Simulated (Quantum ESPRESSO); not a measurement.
Quantum ESPRESSO run on Be₂C (Fm-3m, 3 atoms in the cell): self-consistent single point.

Method of the run: PBE, PSlibrary PAW (PBE) pseudopotentials (plane waves; Quantum ESPRESSO).

```
Be2C
1.0
    0.00000     2.16226     2.16226
    2.16226     0.00000     2.16226
    2.16226     2.16226     0.00000
Be C
2 1
Direct
  0.75000   0.75000   0.75000
  0.25000   0.25000   0.25000
  0.00000   0.00000   0.00000
```

Reference input (self-consistent single point, DFT, PBE, plane waves, PSlibrary PAW (PBE) pseudopotentials): ecutwfc = 45 Ry; ecutrho = 360 Ry; occupations = smearing; smearing = fd; degauss = 0.000734986 Ry; potentials = {Be: Be.pbe-n-kjpaw_psl.1.0.0.UPF, C: C.pbe-n-kjpaw_psl.1.0.0.UPF}; K_POINTS = automatic 9 9 9 1 1 1; conv_thr = 1e-10 Ry. This run's input differs from it in these lines:

```diff
@@ -11,4 +11,4 @@
  ntyp = 2
- ecutwfc = 45
- ecutrho = 360
+ ecutwfc = 22
+ ecutrho = 176
  occupations = 'smearing'
```

The program printed (abridged):

```
     Self-consistent Calculation

     iteration #  1     ecut=    22.00 Ry     beta= 0.70

     total energy              =     -32.00492009 Ry
     estimated scf accuracy    <       0.20575776 Ry

     iteration #  2     ecut=    22.00 Ry     beta= 0.70

     total energy              =     -32.07567132 Ry
     estimated scf accuracy    <       0.06459017 Ry

     iteration #  3     ecut=    22.00 Ry     beta= 0.70

     total energy              =     -32.08462600 Ry
     estimated scf accuracy    <       0.00244887 Ry

   [... 12 blocks of this kind left out ...]

     iteration # 16     ecut=    22.00 Ry     beta= 0.70

     total energy              =     -32.08638848 Ry
     estimated scf accuracy    <       0.00000002 Ry

     iteration # 17     ecut=    22.00 Ry     beta= 0.70
     End of self-consistent calculation

     the Fermi energy is    10.5063 ev

!    total energy              =     -32.08638848 Ry
     estimated scf accuracy    <          6.4E-11 Ry
     smearing contrib. (-TS)   =       0.00000000 Ry
     internal energy E=F+TS    =     -32.08638848 Ry

     convergence has been achieved in  17 iterations

     Forces acting on atoms (cartesian axes, Ry/au):

     atom    1 type  1   force =     0.00000000    0.00000000   -0.00000000
   [... zero for the other atoms too ...]

     Total force =     0.000000     Total SCF correction =     0.000000

          total   stress  (Ry/bohr**3)                   (kbar)     P=     -146.91
  -0.00099867   0.00000000   0.00000000         -146.91        0.00        0.00
   0.00000000  -0.00099867   0.00000000            0.00     -146.91        0.00
   0.00000000   0.00000000  -0.00099867            0.00        0.00     -146.91

   JOB DONE.
```

The run converged in 17 iterations. Against the reference run the free energy goes up by 219 meV/atom, the pressure goes from -0.11 to -14.69 GPa and the gap on the mesh goes from 1.514 to 1.458 eV.

The starting cell comes from a database of computed structures (which also holds hypothetical and non-ambient phases and stackings), without a prior relaxation at this level. At the lowered cutoff the pressure carries the error of an incomplete plane-wave basis. The shifted mesh does not hold Γ, so a gap read on it misses any band edge there.
